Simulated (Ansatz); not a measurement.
Start from InP in the zinc blende structure (space group F-43m, No. 216; a = 5.907 Å).

Method: r2SCAN/PAW in Ansatz (a first-principles code), scalar-relativistic without spin-orbit coupling.

Base values:

* **Band gap**: 1.03 eV
* **Electron mass**: 0.074 mₑ (at Γ)
* **Hole mass**: 0.073, 0.44, 0.44 mₑ (at Γ)

Perturbation: an isotropic linear strain of −3.00 %, atoms relaxed at fixed cell.

Task: How does this affect the band gap, electron mass and hole mass?

Result: The band gap increases by 0.53 eV (1.03 eV → 1.56 eV); the electron mass goes from 0.074 mₑ (at Γ) to 0.10 mₑ (at Γ); the hole mass (degenerate bands, along [100]) goes from 0.073, 0.44, 0.44 mₑ (at Γ) to 0.10, 0.39, 0.39 mₑ (at Γ).

Masses are band curvatures over ±0.01 Å⁻¹ around the edge. Stability against distortions was not tested.
